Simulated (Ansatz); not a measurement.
Charge-transition levels above the valence-band maximum in metastable 2H silicon carbide (eV), each at one geometry relaxed with PBE and evaluated in Ansatz (an electronic-structure program) with PBE, r2SCAN. Host gaps: PBE 2.31 eV, r2SCAN 2.68 eV. Details: 96-site cell; 2×2×2 shifted k-points; charged states image-corrected; no Hubbard U; corrections pass 1 eV, so highly charged states may be off by several tenths; flagged in the runs: for some of the defects a host whose relaxation on this sampling wasn't shown to rest, a strain field that reaches the edge of the cell, host ions not shown at rest.

```csv
defect,x: PBE (eV),y: r2SCAN (eV)
B on the C site (0/−1),0.26,0.30
Si vacancy + N on the C site [the Si site; C 1.89 Å away] (0/−1),0.73,1.01
Ni on the Si site (0/−1),0.76,0.67
Nb on the Si site (+1/0),1.53,1.66
Si vacancy (−1/−2),1.55,1.91
Ni on the Si site (−1/−2),1.99,2.10
Cr on the Si site (0/−1),2.07,2.12
Se on the C site (+1/0),2.12,2.43
"Si vacancy + N on the C site [the Si site; C 1.91 Å away, along c] (−1/−2)",1.65,?
```

Q: Fit a straight line to the 8 complete rows and predict the last.

A: Means: x = 1.376, y = 1.525; Sxx = 3.508, Sxy = 3.754. Slope 3.754 / 3.508 = 1.07, intercept 1.525 − 1.07 × 1.376 = 0.05 eV; the rows scatter by 0.16 eV about the line, and R² = 0.96. Prediction: 0.05 + 1.07 × 1.65 = 1.82 eV. The calculation gave 1.93 eV, 0.11 eV above the line, within its scatter.
